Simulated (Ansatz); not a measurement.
Worked example: relaxation of cell and atoms of Zn3Ir (I4/mmm, 4 atoms in the cell) in Ansatz (a first-principles code).

Computed with PBEsol, PAW files made with PBE (plane waves; Ansatz).

```
Zn3Ir
1.0
   -1.85258     1.85258     4.03130
    1.85258    -1.85258     4.03130
    1.85258     1.85258    -4.03130
Zn Ir
3 1
Direct
  0.75000   0.25000   0.50000
  0.25000   0.75000   0.50000
  0.50000   0.50000   0.00000
  0.00000   0.00000   0.00000
```

Reference input (self-consistent single point, DFT, PBEsol, plane waves, PAW files made with PBE): kpoints.mp_grid.grid = 8 8 8; hamiltonian.xc = pbesol; hamiltonian.pseudopotentials = {kind: paw} (an earlier, softer set of the program's PAW files); scf.occupations.method = gaussian; scf.occupations.width = 0.272 eV. This run's input differs from it in these lines:

```diff
@@ -23,2 +23,4 @@
     width: 0.272
+relax:
+  cell: {}
 output:
```

Log, with long lists cut:

```
   [... SCF lines of the steps left out ...]
relax step   1: F+E_penalty+E_count = -21644.04465421 eV  Δ(F+E_penalty+E_count) = +0.000e0 eV  max|allowed force component| = 2.776e-17 eV/Å  Δτ_max = 0.0000 Å  P = -4.766 GPa  Ω = 55.342 Å³  (9 SCF iters, dr2 threshold 1.00e-7 eV, accepted)
relax step   2: F+E_penalty+E_count = -21644.07074620 eV  Δ(F+E_penalty+E_count) = -2.609e-2 eV  max|allowed force component| = 3.469e-17 eV/Å  Δτ_max = 0.0000 Å  P = +0.651 GPa  Ω = 53.486 Å³  energy of the carried Pulay correction = +1.353e-3 eV  [...]
   [... lines left out ...]
relax step   4: F+E_penalty+E_count = -21644.07115749 eV  Δ(F+E_penalty+E_count) = -3.189e-5 eV  max|allowed force component| = 3.123e-17 eV/Å  Δτ_max = 0.0000 Å  P = -0.023 GPa  Ω = 53.701 Å³  energy of the carried Pulay correction = +1.196e-3 eV  [...]
relax step   5: F+E_penalty+E_count = -21644.06990090 eV  Δ(F+E_penalty+E_count) = +1.257e-3 eV  max|allowed force component| = 3.816e-17 eV/Å  Δτ_max = 0.0000 Å  P = -0.018 GPa  Ω = 53.701 Å³  stress off target by 4.11e-2 GPa  SCF on the basis [...]
basis re-selected at this cell: Δ(F+E_penalty+E_count) = +1.257e-3 eV, ΔP = +0.006 GPa vs the last step
the relaxation is at rest under the 16 symmetry operations that the run kept from its start: a minimum is not shown …
Free energy (F): -21644.069901 eV
Internal energy: -21644.024819 eV  (E = F + TS)
E sigma→0 (E₀):  -21644.047360 eV
Entropy (-TS):   -0.045082 eV (-11.271 meV/atom)
Fermi energy:    15.674807 eV
--- Forces (eV/Å), atoms counted from 1 ---
  atom   1  Zn     0.00000000    -0.00000000     0.00000000
   [... zero for the other atoms too ...]
   [... lines left out ...]
  cell:  # Å, volume = 53.7008 Å³
   [... lines left out ...]
    - [1.8337249069450638, 1.8337249069450638, -3.9925715567839415]
  atoms:
    - { symbol: Zn, position: [0.75, 0.24999999999999997, 0.49999999999999994] }
    - { symbol: Zn, position: [0.24999999999999997, 0.75, 0.49999999999999994] }
    - { symbol: Zn, position: [0.5, 0.5, 8.567123520456549e-34] }
    - { symbol: Ir, position: [1.041514251903354e-35, 8.31533709655104e-34, 8.479206568645476e-34] }
```

The run converged. 

Summary of the result:
| Property | Value |
|---|---|
| Free energy E − TS (on the zero of these files) | -21644.0699 eV |
| Fermi level (on the code's own zero) | 15.67 eV |
| Pressure | -0.02 GPa |
| Final cell | a = b = c = 4.761 Å, α = β = 134.69°, γ = 66.01° |
| Final volume per atom | 13.43 Å³ |
| Relaxation steps | 5 |

The starting cell comes from a database of computed structures (which also holds hypothetical and non-ambient phases and stackings), without a prior relaxation at this level. Its lattice was rescaled by a random factor within 2.5 % of one. Spin polarisation is off. The relaxation keeps the symmetry of its start, so its end need not be a minimum. Ansatz's pressure includes its estimate of the finite-basis (Pulay) stress.

Cost on one core of a shared machine: roughly 40 s.

Keys are those of Ansatz 0.2.
